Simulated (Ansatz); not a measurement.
Consider TlCl in the CsCl type structure (space group Pm-3m, No. 221).

```
CELL_PARAMETERS angstrom
      3.76921     0.00000     0.00000
      0.00000     3.76921     0.00000
      0.00000     0.00000     3.76921
ATOMIC_POSITIONS crystal
  Tl 0.00000 0.00000 0.00000
  Cl 0.50000 0.50000 0.50000
```

Cartesian axes are those of the cell as printed.

Level of theory: DFT with PBEsol, PAW potentials and a 420 eV plane-wave cutoff in Ansatz (a first-principles code), spin-orbit coupling left out.

Base values:

* **Hole mass**: 0.21 mₑ along k, 0.54 mₑ across (at X)
* **Valley order**: X along ⟨100⟩ 1.79 eV; R along ⟨111⟩ 2.19 eV
* **Volume per atom**: 26.77 Å³

Modification: compressive biaxial strain of 0.42 % in the plane normal to [111], as in epitaxy on a mismatched substrate; the out-of-plane cell vector and the atoms relax.

**Question.** Estimate the effect on the hole mass.

**Answer.** The hole mass becomes 0.20 mₑ along k, 0.54 mₑ across (at X) (base: 0.21 mₑ along k, 0.54 mₑ across (at X)).

**Question.** What does the calculation give for the valley order after the change?

**Answer.** The valley order (the lowest conduction-band minima on the path, energy above the VBM, named in the base's zone) becomes X along [010] 1.78 eV; R along [111] 2.13 eV (base: X along ⟨100⟩ 1.79 eV; R along ⟨111⟩ 2.19 eV).

**Question.** Estimate the effect on the volume per atom.

**Answer.** The volume per atom drops by 0.109 Å³, from 26.77 Å³ to 26.67 Å³.

Spin-orbit coupling, missing from the scalar runs, can matter with Tl. The levels and masses belong to the bands next to the band gap. Effective masses come from finite differences of ±0.01 Å⁻¹. Along k means along the line from Γ to the band edge. Whether these cells are dynamically stable was not tested.
